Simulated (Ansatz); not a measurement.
The reference is BAs in the zinc blende structure (space group F-43m, No. 216; a = 4.7679 Å).

Modification: the cell is scaled by 0.9794 in all directions, atoms relaxed at fixed cell.

Levels (all Ansatz, an electronic-structure program, PAW): PBEsol (420 eV, scalar-relativistic without spin-orbit coupling); PBEsol+SOC (420 eV, spin-orbit coupling included).

The geometry is relaxed with PBEsol.

| Quantity | Value |
|---|---|
| PBEsol lowest conduction level above the VBM at special points | X 1.25 eV; U 1.91 eV; K 1.91 eV; L 3.06 eV |
| PBEsol valence-band top at Γ | 0.00, 0.00, 0.00 eV |
| PBEsol smallest direct gap | 3.33 eV |

Task: Predict the lowest conduction level above the VBM at special points, valence-band top at Γ, hole mass and smallest direct gap from PBEsol+SOC.

Result: The lowest conduction level above the VBM at special points changes from X 1.25 eV; U 1.91 eV; K 1.91 eV; L 3.06 eV to X 1.19 eV; U 1.84 eV; K 1.84 eV; L 3.00 eV; the valence-band top at Γ (three highest Kramers pairs, from the VBM) becomes 0.00, 0.00, -0.21 eV (PBEsol: 0.00, 0.00, 0.00 eV); the hole mass (degenerate bands, along [100]) comes out as 0.22, 0.24 mₑ (at Γ); the smallest direct gap shrinks by 0.216 eV to 3.12 eV. The threefold valence maximum splits by Δso ≈ 0.21 eV.

Single points use the geometry relaxed with PBEsol. The spin-orbit shifts are approximate. The cells carry an imposed strain or load. Effective masses come from finite differences of ±0.01 Å⁻¹. Stability against distortions was not tested.
